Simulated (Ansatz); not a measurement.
What Li interstitial (started 2.96 Å from the nearest host atom) does to PbI2

Consider a 9-atom supercell of PbI2 in the CdI2 type structure (space group P-3m1, No. 164; a = 4.4389 Å, c = 6.7413 Å; layered) at its relaxed geometry.

The change: one Li atom is added in an open site, starting 2.96 Å from the nearest host atom, atoms relaxed at fixed cell, starting from a slightly rattled geometry.

The values are results of Kohn–Sham DFT with the PBEsol-D3(BJ) functional, run in Ansatz (an electronic-structure program) with PAW and 420 eV plane waves, no spin-orbit coupling, not measurements. k-mesh 5×5×5 (Γ-centred); smearing 0.01 eV (Fermi–Dirac).

The largest displacement of a host atom from its site in the perfect cell comes out as 0.15 Å and the final site of the added atom comes out as 6 I at 2.91 Å (octahedral).

The magnetic state is the one reached from the starting moments; the real material's order can differ, and small cells can't hold many antiferromagnetic ones. The cell is small, so the values are those of an ordered compound at a high defect concentration; dilute-limit values will differ. Seeded moments were not kept for Li interstitial (started 2.96 Å from the nearest host atom). The defect cell is spin-polarised and ends with 0.0 μB.
